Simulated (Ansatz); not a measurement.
**Response to strain in HfB2**

Consider HfB₂ (space group P6/mmm, No. 191; relaxed with 0.1 eV smearing).

```
CELL_PARAMETERS angstrom
      3.14568     0.00000     0.00000
     -1.57284     2.72424     0.00000
      0.00000     0.00000     3.48634
ATOMIC_POSITIONS crystal
  Hf 0.00000 0.00000 0.00000
  B  0.66667 0.33333 0.50000
  B  0.33333 0.66667 0.50000
```

Cartesian axes are those of the cell as printed.

Strains are applied to the cell and any free atomic positions relax.

Calculations: PBE, PAW, 420 eV (Ansatz, an electronic-structure program; no spin-orbit coupling).

Notes on the quantities. energy relative to the base: free energy F.

```csv
uniaxial strain ε_zz (%),energy relative to the base (meV/atom)
-3,13.1
-2.5,?
-2,5.7
-1.5,3.2
-1,1.4
-0.5,0.3
0,0.0
```

Question: Fit ΔE = Aε² + Bε³ (ε in %) to the rows shown and predict the withheld row.

Answer: Least squares on the printed values gives A = 1.37 and B = -0.028 meV/atom (largest residual 0.0 meV/atom); this predicts 9.0 meV/atom, and the run gives 9.0 meV/atom, in agreement.

No phonon test of stability was made. All final runs are without spin polarisation.
